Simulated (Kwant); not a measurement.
Model system: wire with a row of barriers in a GaN two-dimensional gas. Effective mass 0.22 mₑ, grid spacing 12 nm, hard walls, nominal width 300 nm (25 grid rows, so walls 312 nm apart), one parabolic valley, scattering region 1200 nm long along x; energies count from the band bottom; Fermi energy swept from 1.5193e-05 to 0.00018042 eV. 4 barrier(s) across the wire, height 0.00028 eV, thickness 36 nm (about 3 grid columns), spaced by 96 nm.

Constants are typed, rounded textbook-type inputs, not results; the design itself was drawn at random and stands for no fabricated device.

Model: effective-mass tight-binding model on a square grid, one spin, coherent transport at 0 K (Kwant). Conductance is in e²/h.

How many channels do the leads carry at E = 0.172 meV?

The hard-wall thresholds are n² ħ²π²/(2mW²) = n² × 0.0176 meV with W = 312 nm. √(0.172/0.0176) = 3.13, so 3.
